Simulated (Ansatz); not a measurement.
The decay constant κ of evanescent states in the gap governs leakage through a thin film.

```yaml
crystal:
  lattice:
    - [6.80831, 0.00000, 0.00000]
    - [3.40416, 6.42018, 0.00000]
    - [3.40416, -0.60166, 1.87103]
  atoms:
    - { symbol: La, position: [0.57957, 0.75376, 0.75376] }
    - { symbol: La, position: [0.42043, 0.24624, 0.24624] }
    - { symbol: O, position: [0.97922, 0.35411, 0.35411] }
    - { symbol: O, position: [0.02078, 0.64589, 0.64589] }
    - { symbol: O, position: [0.00000, 0.00000, 0.00000] }
```

Space group of this cell: P-3m1. The cell is taken as given; by r2SCAN its mean pressure is 0.6 GPa.

Transport runs along the normal of the first two printed cell vectors, the (111) plane of the conventional cell.

The gap is the functional's own, uncorrected, and κ follows it; spin-orbit coupling is left out. Mid-gap values are interpolated between the computed energies.

### Question
Estimate the band gap and the smallest decay constant κ at mid-gap that r2SCAN (Ansatz, a program for electronic structure) returns for this system.

### Answer
Gap 4.24 eV on a 16×16×16 mesh; κ = 0.405 1/Å, at the zone centre.
